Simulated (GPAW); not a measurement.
Band structure of Mg₂Sn (Fm-3m, 3 atoms in the cell).

```
Mg2Sn
1.0
    0.00000     3.32878     3.32878
    3.32878     0.00000     3.32878
    3.32878     3.32878     0.00000
Mg Sn
2 1
Cartesian
  1.66439   1.66439   1.66439
  4.99317   4.99317   4.99317
  0.00000   0.00000   0.00000
```

Method: PBE, GPAW PAW datasets PBE (gpaw-data 1.0.1) (plane waves; GPAW).

Settings: mode = pw; ecut = 800 eV; xc = PBE; kpts = 6 6 6; mesh shift (steps) = 0 0 0; occupations.name = methfessel-paxton; occupations.width = 0.272 eV; occupations.order = 0; nbands = -7; symmetry.symmorphic = false; symmetry.tolerance = 0.0005; maxiter = 120; bandpath_npoints = 40.

The starting cell comes from a database of computed structures (which also holds hypothetical and non-ambient phases and stackings), without a prior relaxation at this level. Its lattice was rescaled by a random factor within 2.5 % of one.

Levels in eV from the Fermi level, bands 14 to 21:
| point | 14 | 15 | 16 | 17 | 18 | 19 | 20 | 21 |
|---|---|---|---|---|---|---|---|---|
| Γ | -9.27 | 0.03 | 0.03 | 0.03 | 1.74 | 2.25 | 2.25 | 2.25 |
| X | -7.38 | -4.70 | -2.15 | -2.15 | -0.04 | 0.15 | 7.48 | 7.48 |
| W | -7.34 | -3.86 | -3.86 | -2.78 | 2.71 | 3.15 | 3.15 | 3.43 |
| K | -7.41 | -4.27 | -3.63 | -1.81 | 0.44 | 2.73 | 5.46 | 5.73 |
| L | -7.92 | -4.94 | -0.83 | -0.83 | 0.89 | 2.29 | 2.29 | 4.07 |
| U | -7.41 | -4.27 | -3.63 | -1.81 | 0.44 | 2.73 | 5.46 | 5.73 |

Bands cross the Fermi level along this path, so the cell is metallic at this level.
